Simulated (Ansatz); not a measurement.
**Si: pressure series**

Take Si in the diamond structure (space group Fd-3m, No. 227; a = 5.470 Å) as the base.

Cell and atoms are relaxed at each pressure.

Method: PBE/PAW in Ansatz (a first-principles code), no SOC, earlier PAW set.

Notes on the quantities. enthalpy: H = E + PV relative to the base's energy.

```json
[
 {"change": "base", "volume per atom": "20.46 Å³", "band gap": "0.61 eV", "enthalpy": "–"},
 {"change": "pressure −2 GPa", "volume per atom": "20.95 Å³", "band gap": "0.66 eV", "enthalpy": "-0.26 eV/atom"},
 {"change": "pressure −1 GPa", "volume per atom": "20.69 Å³", "band gap": "0.63 eV", "enthalpy": "-0.13 eV/atom"},
 {"change": "pressure 3 GPa", "volume per atom": "19.82 Å³", "band gap": "0.56 eV", "enthalpy": "+0.38 eV/atom"},
 {"change": "pressure 7 GPa", "volume per atom": "19.11 Å³", "band gap": "0.48 eV", "enthalpy": "+0.86 eV/atom"},
 {"change": "pressure 15 GPa", "volume per atom": "17.99 Å³", "band gap": "0.36 eV", "enthalpy": "+1.79 eV/atom"},
 {"change": "pressure 30 GPa", "volume per atom": "16.49 Å³", "band gap": "0.15 eV", "enthalpy": "+3.40 eV/atom"},
 {"change": "pressure 50 GPa", "volume per atom": "15.12 Å³", "band gap": "zero", "enthalpy": "+5.37 eV/atom"},
 {"change": "pressure 75 GPa", "volume per atom": "13.90 Å³", "band gap": "zero", "enthalpy": "+7.62 eV/atom"},
 {"change": "pressure 100 GPa", "volume per atom": "12.98 Å³", "band gap": "zero", "enthalpy": "+9.72 eV/atom"}
]
```

The mesh was chosen for an insulator and is coarse for the gapless case. Load acts through the strain it causes; cell and atoms are relaxed under it. Whether these cells are dynamically stable was not tested. Measured, Si leaves this structure (for the β-tin structure) near 12 GPa (room temperature; as listed in arXiv:1906.07825). The zero or small gap of Si under pressure 30 GPa and Si under pressure 50 GPa can change with the level of theory.
